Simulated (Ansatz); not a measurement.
## AlN, point defects

Take a 16-atom supercell of AlN in the zinc blende structure (space group F-43m, No. 216; a = 4.4032 Å) at its relaxed geometry as the base.

One neutral defect a cell, atoms relaxed at fixed cell.

Level of theory: PBE (Ansatz, an electronic-structure program; PAW; 420 eV plane waves; scalar-relativistic without spin-orbit coupling).

| change | pressure | largest displacement of a host atom from its site in the perfect cell |
|---|---|---|
| perfect supercell | 0.0 GPa | – |
| Al vacancy, symmetric start | 4.1 GPa | 0.19 Å |
| Al interstitial (started 1.91 Å from the nearest host atom), symmetric start | 17.4 GPa | 0.19 Å |
| Al on a N site (antisite) | [?] | [?] |

**Question.** Complete the table.

**Answer.** 
- Al on a N site (antisite), pressure: 24.9 GPa
- Al on a N site (antisite), largest displacement of a host atom from its site in the perfect cell: 0.41 Å

Other magnetic orders, which the real material may have, were not ruled out. The cell is small, so the values are those of an ordered compound at a high defect concentration; dilute-limit values will differ. The mesh was chosen for an insulator and is coarse for the gapless case. Defects with a symmetric start kept the site's symmetry and may sit on a saddle; the others started slightly shaken. Seeded moments were not kept for Al interstitial (started 1.91 Å from the nearest host atom) and Al on a N site (antisite). This is not the structure that AlN has at room temperature and ambient pressure.
